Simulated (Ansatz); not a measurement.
Base system: Gd in the hcp (Mg type) structure (space group P6_3/mmc, No. 194; ferromagnetic; relaxed with 0.1 eV smearing).

```
Gd
1.0
    3.56877     0.00000     0.00000
   -1.78439     3.09065     0.00000
    0.00000     0.00000     5.70008
Gd
2
Direct
  0.33333   0.66667   0.75000
  0.66667   0.33333   0.25000
```

Cartesian axes are those of the cell as printed.

Computed with PBEsol in Ansatz (plane waves to 420 eV, PAW, no SOC), earlier PAW set.

Modification: uniaxial stress, 0.5 GPa tension along x; all other stress components relax to zero.

**Question.** How does this affect the strain response and energy relative to the base?

**Answer.** The strain response (xx, yy, zz) amounts to (+0.90, −0.24, −0.15) %; the energy goes up by 0.4 meV/atom.

Other magnetic orders, which the real material may have, were not ruled out. The state of the 4f shell was not checked for lower solutions. Stability under load was not tested beyond the relaxation.

Ansatz is a quantum-chemistry and plane-wave program.
